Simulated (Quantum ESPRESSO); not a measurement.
Worked example: self-consistent single point of Mg14GaBi (P-6m2, 16 atoms in the cell) in Quantum ESPRESSO.

Method: PBEsol, PseudoDojo standard norm-conserving (PBESOL) pseudopotentials (plane waves; Quantum ESPRESSO 7.5).

```
CELL_PARAMETERS angstrom
      6.39574     0.00000     0.00000
     -3.19787     5.53887     0.00000
      0.00000     0.00000    10.33508
ATOMIC_POSITIONS crystal
  Mg 0.99920 0.49960 0.00000
  Mg 0.50040 0.00080 0.00000
  Mg 0.50040 0.49960 0.00000
  Mg 0.99943 0.49972 0.50000
  Mg 0.50028 0.00057 0.50000
  Mg 0.50028 0.49972 0.50000
  Mg 0.16877 0.83123 0.24468
  Mg 0.66246 0.83123 0.75532
  Mg 0.16877 0.33754 0.24468
  Mg 0.16877 0.83123 0.75532
  Mg 0.66246 0.83123 0.24468
  Mg 0.16877 0.33754 0.75532
  Mg 0.66667 0.33333 0.25076
  Mg 0.66667 0.33333 0.74924
  Ga 0.00000 0.00000 0.00000
  Bi 0.00000 0.00000 0.50000
```

Reference input (self-consistent single point, DFT, PBEsol, plane waves, PseudoDojo standard norm-conserving (PBESOL) pseudopotentials): ecutwfc = 85 Ry; occupations = smearing; smearing = marzari-vanderbilt; degauss = 0.0073499 Ry; potentials = {Mg: Mg.upf, Ga: Ga.upf, Bi: Bi.upf}; K_POINTS = automatic 3 3 2 0 0 0; conv_thr = 1e-10 Ry; mixing_beta = 0.7. This run's input differs from it in these lines:

```diff
@@ -18,2 +18,3 @@
   degauss = 0.0073499
+  nbnd = 88
 /
```

Output (repeated stretches shortened):

```
     Self-consistent Calculation

     iteration #  1     ecut=    85.00 Ry     beta= 0.70

     Threshold (ethr) on eigenvalues was too large:
     Diagonalizing with lowered threshold

     total energy              =   -1976.57550332 Ry
     estimated scf accuracy    <       0.18190959 Ry

     iteration #  2     ecut=    85.00 Ry     beta= 0.70

     total energy              =   -1976.37686542 Ry
     estimated scf accuracy    <       2.67374858 Ry

     iteration #  3     ecut=    85.00 Ry     beta= 0.70

     total energy              =   -1976.64326045 Ry
     estimated scf accuracy    <       0.07131154 Ry

   [... 8 blocks of this kind left out ...]

     iteration # 12     ecut=    85.00 Ry     beta= 0.70

     total energy              =   -1976.65541626 Ry
     estimated scf accuracy    <          1.5E-10 Ry

     iteration # 13     ecut=    85.00 Ry     beta= 0.70
     End of self-consistent calculation

     the Fermi energy is     6.3864 ev

!    total energy              =   -1976.65541626 Ry
     estimated scf accuracy    <          6.6E-12 Ry
     smearing contrib. (-TS)   =      -0.00111724 Ry
     internal energy E=F+TS    =   -1976.65429901 Ry

     convergence has been achieved in  13 iterations

     Forces acting on atoms (cartesian axes, Ry/au):

     atom    1 type  1   force =    -0.00136680   -0.00078912    0.00000000
     atom    2 type  1   force =     0.00000000    0.00157825    0.00000000
     atom    3 type  1   force =     0.00136680   -0.00078912    0.00000000
     atom    4 type  1   force =     0.00015890    0.00009174    0.00000000
     atom    5 type  1   force =     0.00000000   -0.00018349    0.00000000
   [... lines left out ...]

     Total force =     0.013008     Total SCF correction =     0.000012

          total   stress  (Ry/bohr**3)                   (kbar)     P=       -9.51
  -0.00004074   0.00000000  -0.00000000           -5.99        0.00       -0.00
   0.00000000  -0.00004074  -0.00000000            0.00       -5.99       -0.00
  -0.00000000  -0.00000000  -0.00011250           -0.00       -0.00      -16.55

   JOB DONE.
```

The run converged in 13 iterations. Against the reference run the free energy goes up by 2.5 meV/atom, the pressure moves little (-0.92 to -0.95 GPa) and the largest force goes from 0.127 to 0.123 eV/Å.

The starting cell comes from a database of computed structures (which also holds hypothetical and non-ambient phases and stackings), without a prior relaxation at this level.

Cost on one core of a shared machine: roughly 10 min.
